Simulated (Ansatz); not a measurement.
## CdSe, response to strain

Start from CdSe in the wurtzite structure (space group P6_3mc, No. 186; a = 4.302 Å, c = 7.021 Å). Axes: x lies along a and z along c of the hexagonal cell.

Strains are applied to the cell and any free atomic positions relax; under biaxial strain the out-of-plane vector relaxes too.

Computed with Ansatz (an electronic-structure program) PBEsol, no spin-orbit coupling.

Notes on the quantities. in-plane stress: mean in-plane stress (compression positive).

```csv
variant,band gap,out-of-plane strain,in-plane stress,electron mass,shortest interatomic distance
base,0.54 eV,–,–,0.055 mₑ (at Γ),263.3 pm
"biaxial strain +0.60 %, plane normal [001], relaxed out of plane",0.54 eV,-0.54 %,-0.5 GPa,"0.052 mₑ out of plane, 0.055 mₑ in plane (at Γ)",263.9 pm
"biaxial strain +1.20 %, plane normal [001], relaxed out of plane",[?],-1.08 %,-1.0 GPa,[?],[?]
"biaxial strain +1.80 %, plane normal [001], relaxed out of plane",0.48 eV,[?],-1.5 GPa,"0.048 mₑ out of plane, 0.054 mₑ in plane (at Γ)",264.7 pm
"biaxial strain +2.40 %, plane normal [001], relaxed out of plane",0.45 eV,-2.17 %,-1.9 GPa,"0.046 mₑ out of plane, 0.054 mₑ in plane (at Γ)",264.9 pm
"biaxial strain +3.00 %, plane normal [001], relaxed out of plane",0.42 eV,-2.71 %,-2.3 GPa,"0.044 mₑ out of plane, 0.054 mₑ in plane (at Γ)",265.1 pm
```

Q: Fill in the withheld entries from the trend.

A: 
- biaxial strain +1.20 %, plane normal [001], relaxed out of plane, band gap: 0.51 eV
- biaxial strain +1.20 %, plane normal [001], relaxed out of plane, electron mass: 0.050 mₑ out of plane, 0.055 mₑ in plane (at Γ)
- biaxial strain +1.20 %, plane normal [001], relaxed out of plane, shortest interatomic distance: 264.4 pm
- biaxial strain +1.80 %, plane normal [001], relaxed out of plane, out-of-plane strain: -1.62 %

Masses are band curvatures over ±0.01 Å⁻¹ around the edge. Gaps are Kohn–Sham eigenvalue differences; semilocal functionals usually give less than the measured gap. Whether these cells are dynamically stable was not tested.
